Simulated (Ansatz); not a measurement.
Cell of alpha-tellurene on alpha-tellurene (facing atoms over hollows or bridges), with its geometry taken from a PBE+D3(BJ) run:

```xyz
6
Lattice="4.1584 0.0000 0.0000 -2.0792 3.6013 0.0000 0.0000 0.0000 28.4540" Properties=species:S:1:pos:R:3 pbc="T T T"
Te     2.0792     1.2004     9.2298
Te     0.0000     0.0000    11.0745
Te     0.0000     2.4009    12.9346
Te     2.0792     1.2004    15.5190
Te     0.0000     0.0000    17.3791
Te     0.0000     2.4009    19.2238
```

The numbers are results of HSE06 (plane waves to 420 eV, PAW; Ansatz, a quantum-chemistry and plane-wave program), not measurements. Spin–orbit coupling is left out. Its k-point mesh 6×6×1, Fermi–Dirac width 0.01 eV. HSE06 ran on meshes of its own (6×6×1); its edges and gaps are taken over the mesh and over extra points off it, mostly where PBE has its edges. A dipole correction is on.

Task: Give the plane-averaged electrostatic potential energy of an electron along the normal (the smooth PAW potential), about its mean over the cell, from 5 Å under the lowest atom to 5 Å over the highest.

Result: (z (Å), V (eV)): (4.298, 2.51); (4.594, 2.51); (4.742, 2.51); (5.039, 2.51); (5.187, 2.51); (5.483, 2.50); (5.632, 2.50); (5.928, 2.50); (6.076, 2.50); (6.373, 2.49); (6.521, 2.48); (6.817, 2.45); (6.965, 2.42); (7.262, 2.31); (7.410, 2.21); (7.706, 1.83); (7.854, 1.48); (8.151, 0.12); (8.299, -1.18); (8.595, -3.28); (8.744, -3.19); (9.040, -1.47); (9.188, -0.96); (9.485, -2.38); (9.633, -3.72); (9.929, -5.26); (10.077, -5.39); (10.374, -5.56); (10.522, -5.28); (10.818, -3.25); (10.967, -2.30); (11.263, -2.75); (11.411, -3.90); (11.708, -5.49); (11.856, -5.49); (12.152, -5.30); (12.300, -5.12); (12.597, -3.18); (12.745, -1.90); (13.041, -1.20); (13.190, -2.00); (13.486, -3.54); (13.634, -3.33); (13.931, -1.15); (14.079, -0.32); (14.375, -0.32); (14.523, -1.15); (14.820, -3.33); (14.968, -3.54); (15.264, -2.00); (15.413, -1.20); (15.709, -1.90); (15.857, -3.19); (16.154, -5.12); (16.302, -5.30); (16.598, -5.49); (16.746, -5.49); (17.043, -3.89); (17.191, -2.75); (17.487, -2.30); (17.636, -3.25); (17.932, -5.29); (18.080, -5.56); (18.377, -5.39); (18.525, -5.26); (18.821, -3.71); (18.969, -2.37); (19.266, -0.96); (19.414, -1.47); (19.710, -3.19); (19.859, -3.28); (20.155, -1.18); (20.303, 0.12); (20.600, 1.48); (20.748, 1.83); (21.044, 2.21); (21.192, 2.31); (21.489, 2.42); (21.637, 2.45); (21.933, 2.48); (22.081, 2.49); (22.378, 2.50); (22.526, 2.50); (22.822, 2.50); (22.971, 2.51); (23.267, 2.51); (23.415, 2.51); (23.712, 2.51); (23.860, 2.51); (24.156, 2.51)
